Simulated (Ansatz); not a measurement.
# Y under a change: x(Sc) = 0.667, 6 atoms, C2/m

Take Y in the hcp (Mg type) structure (space group P6_3/mmc, No. 194; a = 3.683 Å, c = 5.698 Å) as the base.

The other end (x = 1) is Sc in the hcp (Mg type) structure (space group P6_3/mmc, No. 194): 24.92 Å³/atom, gap zero.

Modification: a fraction x = 0.667 of the Y sites is given to Sc, ordered in a cell of 6 atoms (starting symmetry C2/m) and fully relaxed.

Computed with Ansatz (a first-principles code), r2SCAN, PAW, cutoff 500 eV, scalar-relativistic without spin-orbit coupling. k-mesh 14×14×6 (Γ-centred); smearing 0.05 eV (Fermi–Dirac), for the changed cell.

| quantity | base | changed | shift |
|---|---|---|---|
| volume per atom | 33.46 Å³ | 27.57 Å³ | -5.89 Å³ |
| density | 4.41 g/cm³ | 3.59 g/cm³ | -0.82 g/cm³ |
| shortest interatomic distance | 355.5 pm | 318.1 pm | -37.4 pm |
| band gap | zero | zero | – |
| mixing energy (to 0.01 eV only: unlike meshes or grids) | – | +0.02 eV/atom | – |
| deviation of the volume from the linear (Vegard-type) interpolation | – | -0.7 % | – |

Cost of the whole job for the changed cell (relaxation, final SCF and bands): around 30 core-minutes (rough).

Each cell is one ordered arrangement of few atoms, which overstates ordering effects compared with a random alloy. Whether these cells are dynamically stable was not tested. All final runs are without spin polarisation. YSc2 has a high density of states at the Fermi level and may be magnetic at this level.
